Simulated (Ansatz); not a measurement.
The parent structure is a 32-atom supercell of SiC in the wurtzite structure (space group P6_3mc, No. 186; a = 3.076 Å, c = 5.048 Å) at its relaxed geometry.

Calculations: Kohn–Sham DFT with the PBEsol functional, run in Ansatz (a program for electronic structure) with PAW and 420 eV plane waves, no spin-orbit coupling, earlier PAW set.

Base values:

| Item | Result |
|---|---|
| Gap of the supercell | 2.13 eV |

The change: one C atom is replaced by O, atoms relaxed at fixed cell, starting from a slightly rattled geometry.

Tabulated Pauling electronegativity and covalent radius: C 2.55, 0.76 Å; O 3.44, 0.66 Å.

Problem. How does this affect the total moment of the cell, gap of the supercell and largest displacement of a host atom from its site in the perfect cell?

Solution. The total moment of the cell is 0.0 μB; the gap of the supercell shrinks by 1.171 eV, from 2.13 eV to 0.95 eV; the largest displacement of a host atom from its site in the perfect cell is 0.49 Å.

Other magnetic orders, which the real material may have, were not ruled out. The cell is small, so the values are those of an ordered compound at a high defect concentration; dilute-limit values will differ. Starting moments died away, wholly or in part, for O on a C site; another magnetic solution may exist. The defect cell is spin-polarised and ends with 0.0 μB.
